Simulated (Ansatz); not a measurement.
**WB (model structure, started from the WC type, P-6m2, No. 187, 2 atoms in the cell)**

Method: PBEsol (Ansatz, a first-principles code, plane waves, PAW).

Settings: plane-wave cutoff 520 eV, 24×24×18 k mesh (along the axes of the cell as run), Fermi–Dirac smearing 0.05 eV, no spin polarisation, scalar-relativistic PAW data made under PBE.

Cell (relaxed at this level):

Space group P-6m2 (No. 187); a = b = 2.9429 Å, c = 3.0042 Å, α = β = 90.00°, γ = 120.00°

```csv
atom,site,symmetry,x,y,z
W,1a,-6m2,0.0000,0.0000,0.0000
B,1f,-6m2,0.6667,0.3333,0.5000
```

| Property | Result |
|---|---|
| bulk modulus | 304 GPa |

Note: the run has no spin polarisation, so it can have missed a magnetic state; the bulk modulus is −V dP/dV from two relaxed cells at ±2 % in volume; the relaxation could raise the start's symmetry but not lower it, so the cell can be a saddle point.

Spin–orbit coupling is not included; it can open a gap where bands touch, and shift volumes and moduli.

The result took roughly 110 core-seconds.

A model structure was made by putting elements into a prototype or built by hand; it is no filed structure, need not be a known phase, and can be a saddle point held by its symmetry.
